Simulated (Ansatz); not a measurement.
Candidates (primitive cells; geometry: relaxed with this functional, without spin-orbit coupling):
A. YPb3 (Pm-3m), a = b = c = 4.8050 Å, α = β = γ = 90.00°
B. YRh$_{3}$B (Pm-3m), a = 4.149 Å, b = 4.149 Å, c = 4.149 Å, α = 90.00°, β = 90.00°, γ = 90.00°
C. YB₂ (P6/mmm), a = 3.2740 Å, b = 3.2740 Å, c = 3.8227 Å, α = 90.00°, β = 90.00°, γ = 120.00°

Problem. Rank these by logarithmic mean phonon energy (lowest first), as PBEsol, DFPT electron-phonon coupling, linearised Boltzmann equation (Ansatz, a program for electronic structure) gives it.

Solution. A (6.6 meV), B (17.2 meV), C (40 meV)

Metals; harmonic phonons. Halving the electron mesh moves these values by up to 6 %; q meshes are mostly untested. Some of the runs warned that the eigensolver left states short of its tolerance. Spin-orbit coupling is left out.

Formula and space group known from diffraction (Crystallography Open Database), not checked to be the room-temperature form: YPb3 (Pm-3m), YRh3B (Pm-3m). The missing spin-orbit coupling matters most for YPb3 (Pm-3m).
